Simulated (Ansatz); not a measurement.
**GaCuSe2, response to strain**

Consider GaCuSe2 in the chalcopyrite structure (space group I-42d, No. 122; a = 5.570 Å, c = 11.075 Å). Axes: x, y, z lie along a, b, c of the conventional cell.

Strains are applied to the cell and any free atomic positions relax; under biaxial strain the out-of-plane vector relaxes too.

All numbers come from Ansatz (a quantum-chemistry and plane-wave program) PBEsol, no spin-orbit coupling.

Candidates:
(a) biaxial strain −3.00 %, plane normal [001], relaxed out of plane
(b) biaxial strain −1.50 %, plane normal [001], relaxed out of plane
(c) biaxial strain −2.25 %, plane normal [001], relaxed out of plane

Notes on the quantities. energy relative to the base: free energy F.

**Question.** Order them by energy relative to the base, highest first.

**Answer.** (a) biaxial strain −3.00 %, plane normal [001], relaxed out of plane (+11 meV/atom), (c) biaxial strain −2.25 %, plane normal [001], relaxed out of plane (+6.0 meV/atom), (b) biaxial strain −1.50 %, plane normal [001], relaxed out of plane (+2.6 meV/atom)

Whether these cells are dynamically stable was not tested. All final runs are without spin polarisation.
